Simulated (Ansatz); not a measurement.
Data:

```
CELL_PARAMETERS angstrom
      0.00000     2.47213     2.47213
      2.47213     0.00000     2.47213
      2.47213     2.47213     0.00000
ATOMIC_POSITIONS crystal
  Zr 0.00000 0.00000 0.00000
  O  0.25000 0.25000 0.25000
  O  0.75000 0.75000 0.75000
```

No spin polarisation.

Level of theory: plane-wave PAW DFT at the PBE level (Ansatz, a first-principles code, 420 eV), no spin-orbit coupling. k-mesh 11×11×11 (Γ-centred); smearing 0.05 eV (Fermi–Dirac).

**Question.** Predict the hole mass, electron mass, band gap and smallest direct gap.

**Answer.** Hole mass: 0.28 mₑ along k, 3.0 mₑ across (at X)
Electron mass (degenerate bands, along [100]): 0.43, 1.9 mₑ (at Γ)
Band gap: 3.59 eV
Smallest direct gap: 4.12 eV

Load acts through the strain it causes; cell and atoms are relaxed under it. Masses are band curvatures over ±0.01 Å⁻¹ around the edge. Along k means along the line from Γ to the band edge. Whether these cells are dynamically stable was not tested. No other phases were tried under pressure. The cell was made from ZrO2 in the fluorite structure (space group Fm-3m, No. 225) by this change: pressure 30 GPa. This is not the structure that ZrO2 has at room temperature and ambient pressure.
